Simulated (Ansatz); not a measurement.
Take TiTe₂ in the CdI2 type structure (space group P-3m1, No. 164; layered, stacked along the Cartesian z axis) as the base.

```
CELL_PARAMETERS angstrom
      3.69732     0.00000     0.00000
     -1.84866     3.20197     0.00000
      0.00000     0.00000     6.38398
ATOMIC_POSITIONS crystal
  Ti 0.00000 0.00000 0.00000
  Te 0.33333 0.66667 0.27110
  Te 0.66667 0.33333 0.72890
```

The values are results of PBE-D3(BJ) (Ansatz, a quantum-chemistry and plane-wave program), scalar-relativistic without spin-orbit coupling, not measurements.

Before the change:

The In-plane lattice parameter a is 3.697 Å.

The change: a free-standing slab of 2 layers (6 atoms, 3 a layer) is cut normal to the stacking axis, with 15 Å of vacuum and the in-plane cell relaxed.

Problem. Predict the new excess energy per area of both faces, in-plane lattice parameter a and thickness between the outermost nuclei.

Solution. The excess energy per area of both faces (slab less bulk energy over the cell's area: twice a surface energy) comes out as 0.7 J/m² (uncertain by up to 0.08 J/m²); the in-plane lattice parameter a drops by 0.015 Å (3.697 Å → 3.682 Å); the thickness between the outermost nuclei amounts to 9.99 Å.

Slab and bulk use different k-meshes, which limits the precision of the excess energy. No phonon test of stability was made. The final runs are not spin-polarised.
